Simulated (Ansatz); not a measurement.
The parent structure is Si in the diamond structure (space group Fd-3m, No. 227; a = 5.470 Å).

(Cell as relaxed with PBE.)

Levels (all Ansatz, a first-principles code, PAW, earlier PAW set): PBE (420 eV, scalar-relativistic without spin-orbit coupling); r2SCAN (500 eV, no SOC).

Each level relaxes its own structure.

| base | PBE | r2SCAN |
|---|---|---|
| volume per atom | 20.46 Å³ | 20.17 Å³ |
| lattice parameter a | 5.470 Å | 5.444 Å |
| band gap | 0.61 eV | 0.78 eV |

One thing is altered: hydrostatic tension (pressure −1 GPa).

```tsv
quantity	PBE	r2SCAN
lattice parameter a	5.491 Å	5.463 Å
band gap	0.63 eV	0.79 eV
```

PBE's lattice parameter a lies 0.028 Å above r2SCAN's (0.5 %); PBE's band gap lies 0.16 eV below r2SCAN's. Neither level is exact; r2SCAN is the comparison here, not a measurement.

Load acts through the strain it causes; cell and atoms are relaxed under it. Whether these cells are dynamically stable was not tested.
